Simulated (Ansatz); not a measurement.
An Ansatz (a first-principles code) input (PBEsol in Ansatz (plane waves to 420 eV, PAW, without spin-orbit coupling), earlier PAW set):

Ansatz 0.2 input:
```yaml
crystal:
  lattice:
    - [0, 2.5214951362, 2.5214951362]
    - [2.5214951362, 0, 2.5214951362]
    - [2.5214951362, 2.5214951362, 0]
  atoms:
    - { symbol: Ru, position: [0, 0, 0] }
    - { symbol: Mo, position: [0.5, 0.5, 0.5] }
basis: { ecutwfc: 420, ecutrho_ratio: 4, xc_grid: 2, fft_grid_basis: typed }
kpoints: { mp_grid: { grid: [16, 16, 16] } }
hamiltonian:
  xc: pbesol
  dispersion: none
  pseudopotentials: { azcp: { folder: ./paw }, kind: paw }
scf: { occupations: { method: fermi_dirac, width: 0.05 }, convergence: { dr2_threshold: 0.0000000002 } }
output: { forces: true, stress: true }
checkpoint: { write: state.ck, write_every: 1000 }
```

**Question.** Which symmetry and how many k-points will the program report, and about how many plane waves at Γ?

**Answer.** Space group Fm-3m (ITA 225) with 48 operations, k-points 145 of 4096, and 609 plane waves at Γ.

Whether these cells are dynamically stable was not tested. All final runs are without spin polarisation. The cell was made from MoP by this change: P → Ru; the result is a hypothetical phase, not in the database extracts checked.
